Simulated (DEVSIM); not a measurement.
Device: double heterostructure, Ge between p- and n-type Si, at 300 K.

Layer 1 from the left is Si, thickness (μm) 0.810, Na (cm⁻³) 1.1e18, τn (s) 2.7e-8, τp (s) 9.1e-7. Layer 2 from the left is Ge, thickness (μm) 0.350, Nd (cm⁻³) 4.4e14, τn (s) 9.1e-7, τp (s) 9.1e-7. Layer 3 from the left is Si, thickness (μm) 0.950, Nd (cm⁻³) 7.2e17, τn (s) 9.1e-7, τp (s) 9.1e-7.

Left contact: ohmic. Right contact: ohmic. Voltage is applied to the left contact. Recombination: SRH at mid-gap, radiative. Mobility is μmin + (μ − μmin)/(1 + (N/Nref)^α).

This is a model device: material constants are rounded textbook-type values typed into the input, and sizes, dopings and lifetimes were drawn at random. Values at 300 K.

Si: gap (eV) 1.124, affinity (eV) 4.05, permittivity 11.7, Nc (cm⁻³) 2.86e19, Nv (cm⁻³) 3.1e19, μn (cm²/Vs) 1417, μp (cm²/Vs) 470, μn,min 52, μp,min 45, Nref,n 9.7e16, Nref,p 2.2e17, αn 0.68, αp 0.72, B (cm³/s) 4.7e-15. Ge: gap (eV) 0.664, affinity (eV) 4, permittivity 16, Nc (cm⁻³) 1.04e19, Nv (cm⁻³) 6e18, μn (cm²/Vs) 3900, μp (cm²/Vs) 1900, μn,min 150, μp,min 100, Nref,n 2.6e17, Nref,p 4e17, αn 0.56, αp 0.6, B (cm³/s) 6.4e-14.

Simulated with DEVSIM: 1D drift-diffusion, Boltzmann statistics, complete ionisation; no tunnelling, impact ionisation, image-force lowering or self-heating. Band offsets follow the typed affinities; no thermionic-emission limit at abrupt steps, no polarisation charge.

**Question.** What does the simulation give for the potential step across the device at zero bias, the dark forward voltage at 100 A/cm²?

**Answer.** potential step across the device at zero bias 0.943 V; dark forward voltage at 100 A/cm² 0.745 V.
